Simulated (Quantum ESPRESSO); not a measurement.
## Pressure against volume in zinc-blende MgTe (space group 216) (Quantum ESPRESSO, PBE)

```yaml
crystal:
  lattice:
    - [0.00000, 3.15292, 3.15292]
    - [3.15292, 0.00000, 3.15292]
    - [3.15292, 3.15292, 0.00000]
  atoms:
    - { symbol: Mg, position: [0.00000, 0.00000, 0.00000] }
    - { symbol: Te, position: [0.75000, 0.75000, 0.75000] }
```

Level of theory: PBE, PSlibrary PAW (PBE) pseudopotentials (plane waves; Quantum ESPRESSO). Settings: ecutwfc = 143 Ry; ecutrho = 858 Ry; occupations = smearing; smearing = fermi-dirac; degauss = 0.000734986 Ry; potentials = {Mg: Mg.pbe-spn-kjpaw_psl.1.0.0.UPF, Te: Te.pbe-n-kjpaw_psl.1.0.0.UPF}; K_POINTS = automatic 9 9 9 0 0 0; conv_thr = 1e-10 Ry. The cell above is the first row's. The rows scale it uniformly. In all rows fractional positions and the k mesh are held.

| V (Å^3/atom) | P (GPa) |
|---|---|
| 31.343 | ? |
| 32.024 | 2.96 |
| 32.706 | 2.03 |
| 33.387 | 1.19 |
| 34.068 | 0.44 |
| 34.750 | -0.24 |
| 35.431 | -0.86 |
| 36.113 | -1.41 |
| 36.794 | -1.91 |

Fit P against V with a cubic, and predict the withheld value at V = 31.343.

With u = V - 34.4, the rows have u = -2.3760, -1.6940, -1.0130, -0.3320, 0.3500, 1.0310, 1.7130, 2.3940. Least squares gives P = 0.097 - 0.9997·u + 0.07678·u² - 0.00397·u³. Residuals (row less fit): 0.001, 0.000, -0.003, 0.002, 0.004, -0.004, 0.000, 0.001; standard error 0.003 (degrees of freedom: 4). The fitted pressure is zero at V0 = 34.50, where dP/dV = -0.9848, so B0 = -V0·dP/dV = 34.0 GPa. At the withheld row, u = -3.0570, so P = 0.097 - 0.9997 × (-3.0570) + 0.07678 × (-3.0570)² - 0.00397 × (-3.0570)³ = 3.984 GPa. The calculation gives 3.98 GPa, which the fit meets to the printed digits. The row lies outside the fitted rows, so this is an extrapolation. From the scatter of the fitted rows alone, a prediction at this place has a standard error of 0.008 GPa, so the miss is 0.5 times that.

Carrying the step between the two nearest rows on in a straight line would have given 3.89, off by 0.09; series whose last step already gives the withheld value aren't shown. The scan was laid around a cell of about the measured size, scaled by a guess for this functional. This is a metastable polymorph. The runs keep the symmetry of the cell, so they don't test it for distortions. Spin-orbit coupling is off. Cutoffs and mesh are single choices, not tested for convergence of this quantity. Series with a scatter that would blur these digits, or in which a gap closes, are not shown.
